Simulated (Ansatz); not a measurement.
A computed series for Rh: pressure series

Consider Rh in the fcc (Cu type) structure (space group Fm-3m, No. 225).

```cif
data_Rh4
_chemical_formula_sum 'Rh4'
_space_group_name_H-M_alt 'Fm-3m'
_space_group_IT_number 225
_space_group_name_Hall '-F 4 2 3'
_cell_length_a 3.83026
_cell_length_b 3.83026
_cell_length_c 3.83026
_cell_angle_alpha 90.000
_cell_angle_beta 90.000
_cell_angle_gamma 90.000
loop_
_atom_site_label
_atom_site_type_symbol
_atom_site_symmetry_multiplicity
_atom_site_Wyckoff_symbol
_atom_site_fract_x
_atom_site_fract_y
_atom_site_fract_z
_atom_site_occupancy
Rh1 Rh 4 a 0.00000 0.00000 0.00000 1
```
(The calculation used a cell of 1 atom; values per cell refer to that cell.)

Cell and atoms are relaxed at each pressure.

Computed with DFT with PBE, PAW potentials and a 420 eV plane-wave cutoff in Ansatz (a first-principles code), no spin-orbit coupling, earlier PAW set.

| pressure (GPa) | volume per atom (Å³/atom) |
|---|---|
| -2 | 14.160 |
| -1 | 14.104 |
| 0 | 14.048 |
| 3 | ? |
| 15 | 13.347 |
| 30 | 12.812 |
| 50 | 12.250 |
| 75 | 11.699 |
| 100 | 11.256 |

**Question.** Fit the third-order Birch–Murnaghan form P(V) = (3B₀/2)[(V₀/V)^(7/3) − (V₀/V)^(5/3)]·[1 + (3/4)(B₀′ − 4)((V₀/V)^(2/3) − 1)] (squares taken in P) to the rows shown and predict the withheld row.

**Answer.** Least squares on the printed values gives V₀ = 14.048 Å³/atom, B₀ = 259 GPa, B₀′ = 5.0; this predicts 13.891 Å³/atom, and the run gives 13.889 Å³/atom, 0.002 lower.

Measured bulk modulus of Rh: 271 GPa (static lattice; corrected from measurement; as listed in H. Levämäki et al., Physical Review B (2014)); the computed value is 4 % below it.

Load acts through the strain it causes; cell and atoms are relaxed under it. No phonon test of stability was made. No other phases were tried under pressure. All final runs are without spin polarisation.
